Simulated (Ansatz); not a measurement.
ZnSe (model structure, started from the BN type, Pm-3n, No. 223, 12 atoms in the cell), treated with r²SCAN (Ansatz, a program for electronic structure, PAW).

Numerical settings: plane-wave cutoff 560 eV, 6×6×6 k mesh, Fermi–Dirac smearing 0.01 eV, scalar-relativistic PAW data made under PBE.

Cell (relaxed at this level):

ZnSe is taken in the cubic space group Pm-3n (No. 223), Pearson symbol cP12. Cell: a = 6.9831 Å, b = 6.9831 Å, c = 6.9831 Å, α = 90.00°, β = 90.00°, γ = 90.00°. Zn on 6c is coordinated by 4 Se at 2.469 Å. Se on 6d sees 4 Zn at 2.469 Å. (Neighbours: up to the widest gap in distance over summed covalent radii, below 1.35, at either atom; cation-cation and far metal-metal contacts left out.)

Problem. Give the computed band gap.

Solution. 
- band gap = 1.78 eV (on the SCF k mesh)

Note: the relaxation could raise the start's symmetry but not lower it, so the cell can be a saddle point.

Spin–orbit coupling is not included.

Static lattice: no zero-point or thermal effects.

Computing time: around 5 core-minutes (rough).

A model structure was made by putting elements into a prototype or built by hand; it is no filed structure, need not be a known phase, and can be a saddle point held by its symmetry.
